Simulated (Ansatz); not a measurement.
Band structure of CsPbCl3 (Pm-3m, 5 atoms in the cell).

```xyz
5
Lattice="5.5844 0.0000 0.0000 0.0000 5.5844 0.0000 0.0000 0.0000 5.5844" Properties=species:S:1:pos:R:3 pbc="T T T"
Cs     0.0000     0.0000     0.0000
Pb     2.7922     2.7922     2.7922
Cl     0.0000     2.7922     2.7922
Cl     2.7922     0.0000     2.7922
Cl     2.7922     2.7922     0.0000
```

Method of the run: PBE, PAW files (plane waves; Ansatz, a program for electronic structure).

Settings: kpoints.mp_grid.grid = 3 3 3; hamiltonian.xc = pbe; hamiltonian.pseudopotentials = {kind: paw} (the program's default PAW files); scf.occupations.method = fixed; kpoints.band_path.npoints = 8.

The starting cell comes from a database of computed structures (which also holds hypothetical and non-ambient phases and stackings), without a prior relaxation at this level. Its lattice was rescaled by a random factor within 2.5 % of one. Spin-orbit coupling is off.

Q: Predict the gap along the standard path and the places of the band edges.

A: The gap along the path is 1.90 eV, direct at R to within 0.01 eV.

Levels in eV from the top of the valence band on the path, bands 19 to 26:
```json
[
 {"point": "Γ", "19": "-2.75", "20": "-2.64", "21": "-2.64", "22": "-2.64", "23": "3.29", "24": "4.20", "25": "4.20", "26": "5.11"},
 {"point": "X", "19": "-2.84", "20": "-2.75", "21": "-2.75", "22": "-1.74", "23": "3.02", "24": "4.63", "25": "5.12", "26": "5.32"},
 {"point": "M", "19": "-2.94", "20": "-2.86", "21": "-2.32", "22": "-0.84", "23": "2.51", "24": "2.51", "25": "4.91", "26": "5.32"},
 {"point": "R", "19": "-2.31", "20": "-2.31", "21": "-2.31", "22": "0.00", "23": "1.90", "24": "1.90", "25": "1.90", "26": "5.04"}
]
```

Keys are those of Ansatz 0.2.
